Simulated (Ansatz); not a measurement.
```yaml
crystal:
  lattice:
    - [3.86617, -0.00001, 0.00716]
    - [0.59262, 3.82048, 0.00716]
    - [1.88133, -1.70070, 5.12777]
  atoms:
    - { symbol: Ta, position: [0.94142, 0.15014, 0.29101] }
    - { symbol: Ta, position: [0.14087, 0.76758, 0.70899] }
    - { symbol: O, position: [0.97910, 0.22784, 0.65303] }
    - { symbol: O, position: [0.42519, 0.36787, 0.34697] }
    - { symbol: O, position: [0.28987, 0.10939, 0.95462] }
    - { symbol: O, position: [0.84523, 0.75552, 0.04538] }
    - { symbol: O, position: [0.76933, 0.73067, 0.50000] }
```

No spin polarisation.

A single point on Ta2O5 with a change (biaxial strain −0.89 %, plane normal [001], relaxed out of plane), its geometry relaxed with PBEsol.

The values are results of r2SCAN (Ansatz, a quantum-chemistry and plane-wave program), no spin-orbit coupling, not measurements. k-mesh 9×9×9 (Γ-centred); smearing 0.05 eV (Fermi–Dirac).

Question: Predict the gap character, band gap and pressure.

Answer: The gap character is indirect, M₂ → V₂, the band gap comes out as 2.77 eV and the pressure is 1.99 GPa.

Single points use the geometry relaxed with PBEsol. With Ta present, leaving out spin-orbit coupling can change the band edges. Stability against distortions was not tested. The cell was made from Ta2O5 (space group C2, No. 5; a cell from a computed database, its experimental status unchecked) by this change: biaxial strain −0.89 %, plane normal [001], relaxed out of plane.
